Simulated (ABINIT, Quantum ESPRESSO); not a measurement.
A Quantum ESPRESSO input for a self-consistent single point of NaMg₆Si (Amm2, 8 atoms in the cell) (DFT, PBEsol, plane waves, GBRV 1.5 ultrasoft (PBESOL) pseudopotentials):

```fortran
&control
   calculation = 'scf'
   prefix = 'namg6si'
   outdir = './work'
   pseudo_dir = './'
   tprnfor = .true.
   tstress = .true.
/
&system
   ibrav = 0
   nat = 8
   ntyp = 3
   ecutwfc = 40
   ecutrho = 200
   occupations = 'smearing'
   smearing = 'gaussian'
   degauss = 0.0099958
/
&electrons
   conv_thr = 1.0d-10
   mixing_beta = 0.4
/
ATOMIC_SPECIES
Na    22.9898  na_pbesol_v1.5.uspp.F.UPF
Mg    24.3050  mg_pbesol_v1.4.uspp.F.UPF
Si    28.0850  si_pbesol_v1.uspp.F.UPF
ATOMIC_POSITIONS angstrom
Na    2.5096000000    0.0000000000    7.4130892372
Mg    2.5096000000    1.5943354815    4.6297905732
Mg    2.5096000000   -1.5943354815    4.6297905732
Mg    0.0000000000    1.6186121280    6.4967348368
Mg    0.0000000000   -1.6186121280    6.4967348368
Mg    0.0000000000    0.0000000000    3.6855364937
Mg    0.0000000000    0.0000000000    9.2807004254
Si    2.5096000000    0.0000000000    1.8293741778
K_POINTS automatic
4 3 3  0 0 0
CELL_PARAMETERS angstrom
   5.0192000000     0.0000000000     0.0000000000
   0.0000000000     3.1692750000     5.5577050000
   0.0000000000    -3.1692750000     5.5577050000
```

Q: Write the same calculation as an input for ABINIT.

A: This is the input that was run; spellings and numerical settings could be chosen otherwise.

```
# NaMg6Si, PseudoDojo nc-sr-04 PBEsol standard
pp_dirpath "./"
pseudos "Na.upf, Mg.upf, Si.upf"
acell 9.4849133647 12.0901701486 12.0901701486
rprim
         1.0000000000    0.0000000000    0.0000000000
         0.0000000000    0.4953662099    0.8686842453
         0.0000000000   -0.4953662099    0.8686842453
natom 8
ntypat 3
znucl 11 12 14
typat 1 2 2 2 2 2 2 3
xcart
         2.5096000000   -0.0000000000    7.4130892372
         2.5096000000    1.5943354815    4.6297905732
         2.5096000000   -1.5943354815    4.6297905732
         0.0000000000    1.6186121280    6.4967348368
         0.0000000000   -1.6186121280    6.4967348368
         0.0000000000    0.0000000000    3.6855364937
         0.0000000000    0.0000000000    9.2807004254
         2.5096000000    0.0000000000    1.8293741778
      Angstrom
ecut 44
ixc -116133
occopt 7
tsmear 0.136 eV
nband 47
kptopt 1
ngkpt 4 3 3
nshiftk 1
shiftk 0 0 0
nstep 80
tolvrs 1.0e-11
prtwf 0
prtden 0
prtvol 1
enunit 1
```

Basis, cutoffs, solver keys and any potentials are the target program's own. This input uses DFT, PBEsol, plane waves, norm-conserving pseudopotentials (PseudoDojo nc-sr-04 PBEsol standard).

The starting cell comes from a database of computed structures (which also holds hypothetical and non-ambient phases and stackings), without a prior relaxation at this level.
